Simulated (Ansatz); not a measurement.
### Question
Name crystals whose mean free path at 300 K lies between 7.6 and 11.9 nm and whose electron-phonon coupling λ lies between 0.31 and 0.48, by PBEsol, DFPT electron-phonon coupling, linearised Boltzmann equation in Ansatz (a first-principles code).

### Answer
Many crystals can fit; among those computed here:
- Os (P6_3/mmc): 8.7 nm, 0.41
- Mo3Si (Pm-3n): 7.6 nm, 0.41
- TiTc (Pm-3m): 8.8 nm, 0.41
- MoIr (Pmma): 7.9 nm, 0.47
- Ru (P6_3/mmc): 9.2 nm, 0.44

Metals; harmonic phonons alone scatter; means over directions. The mean free path is weighted by the current that each state carries. Halving the electron mesh moves these values by up to 4 %; q meshes are mostly untested. Spin-orbit coupling is left out.

Formula and space group known from diffraction (Crystallography Open Database), not checked to be the room-temperature form: Mo3Si (Pm-3n), MoIr (Pmma), TiTc (Pm-3m). The missing spin-orbit coupling matters most for MoIr (Pmma), Os (P6_3/mmc).
